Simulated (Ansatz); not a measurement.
A computed series for BaTiO3: response to strain

Base system: BaTiO3 (space group P4mm, No. 99; a = 3.9555 Å, c = 4.0461 Å). Axes: x, y, z lie along a, b, c of the conventional cell.

Strains are applied to the cell and any free atomic positions relax; under biaxial strain the out-of-plane vector relaxes too; under stress the whole cell relaxes.

Calculations: Kohn–Sham DFT with the PBEsol functional, run in Ansatz (a program for electronic structure) with PAW and 420 eV plane waves, scalar-relativistic without spin-orbit coupling, earlier PAW set.

Question: Only one of these has a direct gap. Which?
(A) strain tensor (xx, yy, zz, yz, xz, xy) = (−0.49, −1.67, −1.70, −1.49, −2.47, +1.41) %
(B) biaxial strain −1.40 %, plane normal [001], relaxed out of plane
(C) uniaxial stress, 8 GPa compression along z
(D) isotropic strain −3.56 %
(E) tensor shear ε_yz = −2.49 %

Answer: D, isotropic strain −3.56 %. Computed: isotropic strain −3.56 %: direct at Γ; strain tensor (xx, yy, zz, yz, xz, xy) = (−0.49, −1.67, −1.70, −1.49, −2.47, +1.41) %: indirect, R → Γ; biaxial strain −1.40 %, plane normal [001], relaxed out of plane: indirect, A → Γ; uniaxial stress, 8 GPa compression along z: indirect, A → Γ; tensor shear ε_yz = −2.49 %: indirect, E → Γ

Stability under load was not tested beyond the relaxation. The final runs are not spin-polarised. Labels are those of the standard path for the cell's own space group.
